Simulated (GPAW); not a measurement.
Worked example: self-consistent single point of Ga₃Hg (I4/mmm, 4 atoms in the cell) in GPAW.

Level of theory: PBEsol, GPAW PAW datasets PBEsol (made by gpaw-setup) (plane waves; GPAW).

The change in words: lattice scaled by 0.98. Reference geometry:
```xyz
4
Lattice="-2.1214 2.1214 4.6441 2.1214 -2.1214 4.6441 2.1214 2.1214 -4.6441" Properties=species:S:1:pos:R:3 pbc="T T T"
Ga     0.0000     2.1214     2.3220
Ga     2.1214     0.0000     2.3220
Ga     0.0000     0.0000     4.6441
Hg     0.0000     0.0000     0.0000
```

Reference input (self-consistent single point, DFT PBEsol, plane waves, GPAW PAW datasets PBEsol (made by gpaw-setup)): mode = pw; ecut = 550 eV; xc = PBEsol; kpts = 7 7 7; mesh shift (steps) = 0 0 0; occupations.name = fermi-dirac; occupations.width = 0.136 eV; nbands = -12; convergence.density = 1e-05 e/electron; convergence.energy = 1e-05 eV/electron; symmetry.symmorphic = false; symmetry.tolerance = 0.0005. This run's input differs from it in these lines:

```diff
@@ -5,5 +5,5 @@
 atoms = Atoms(['Ga', 'Ga', 'Ga', 'Hg'],
-              cell=[[-2.121365, 2.121365, 4.644065],
-                    [2.121365, -2.121365, 4.644065],
-                    [2.121365, 2.121365, -4.644065]],
+              cell=[[-2.078938, 2.078938, 4.551184],
+                    [2.078938, -2.078938, 4.551184],
+                    [2.078938, 2.078938, -4.551184]],
               scaled_positions=[[0.750000, 0.250000, 0.500000],
```

Output (repeated stretches shortened):

```
     iter     time        total  log10-change:
                         energy   eigst   dens
iter:   1 --:--:--   -11.534677
iter:   2 --:--:--   -11.440459   -1.35  -1.27
iter:   3 --:--:--   -11.329132   -1.57  -1.30
iter:   4 --:--:--   -11.371498   -2.89  -1.73
iter:   5 --:--:--   -11.193053   -2.28  -1.81
   [... 3 lines left out ...]
iter:   9 --:--:--   -11.183114   -4.21  -2.86
iter:  10 --:--:--   -11.183312   -4.86  -2.90
iter:  11 --:--:--   -11.183815   -3.72  -2.82
iter:  12 --:--:--   -11.183793   -5.89  -3.27
iter:  13 --:--:--   -11.183679c  -5.28  -3.41
iter:  14 --:--:--   -11.183589c  -5.61  -3.36
   [... lines left out ...]
iter:  21 --:--:--   -11.183780c  -5.26  -3.72
iter:  22 --:--:--   -11.183776c  -7.05  -3.90
iter:  23 --:--:--   -11.183776c  -7.32  -4.05
iter:  24 --:--:--   -11.183772c  -7.80c -4.13
iter:  25 --:--:--   -11.183771c  -8.59c -4.24
iter:  26 --:--:--   -11.183769c  -7.67c -4.28
iter:  27 --:--:--   -11.183769c  -8.78c -4.38
iter:  28 --:--:--   -11.183768c  -7.87c -4.42
   [... 3 lines left out ...]
iter:  32 --:--:--   -11.183770c  -9.04c -4.95
iter:  33 --:--:--   -11.183770c  -8.33c -4.87
iter:  34 --:--:--   -11.183770c  -9.49c -4.98
iter:  35 --:--:--   -11.183769c  -8.20c -4.99
iter:  36 --:--:--   -11.183769c  -9.14c -5.28c
Converged after 36 iterations.

Dipole moment: (0.000000, 0.000000, 0.000000) |e|*Ang

Energy contributions relative to reference atoms: (reference = -691543.594739)

Kinetic:        +36.293982
Potential:      -27.635109
External:        +0.000000
XC:             -17.691998
Entropy (-ST):   -0.093707
Local:           -2.103791
SIC:             +0.000000
--------------------------
Free energy:    -11.230623
Extrapolated:   -11.183769

Showing only first 2 kpts
 Kpt  Band  Eigenvalues  Occupancy
  0    11      5.29374    1.99989
  0    12      6.92643    0.20414
  0    13      7.09716    0.06275
  0    14      7.09717    0.06275

  1    11      4.32597    2.00000
  1    12      4.97334    1.99999
  1    13      5.57566    1.99915
  1    14      5.97427    1.98410

Fermi level: 6.63070

No gap
No difference between direct/indirect transitions
Energy (eV): -11.183769

Forces in eV/Ang:
  0 Ga    0.00000    0.00000    0.00000
  1 Ga    0.00000    0.00000    0.00000
  2 Ga    0.00000    0.00000   -0.00000
  3 Hg    0.00000    0.00000    0.00000

Stress tensor:
     0.005281     0.000000     0.000000
     0.000000     0.005281     0.000000
     0.000000     0.000000     0.006917
Stress (GPa, Voigt): [0.846  0.846  1.1083 0.     0.     0.    ]
```

The run converged in 36 iterations. GPAW prints stress with tension positive. Against the reference run the free energy goes down by 18.7 meV/atom and the pressure goes from -3.78 to -0.93 GPa.

The starting cell comes from a database of computed structures (which also holds hypothetical and non-ambient phases and stackings), without a prior relaxation at this level. For this run, on top of that: lattice scaled by 0.98.

Cost on one core of a shared machine: roughly 60 s.
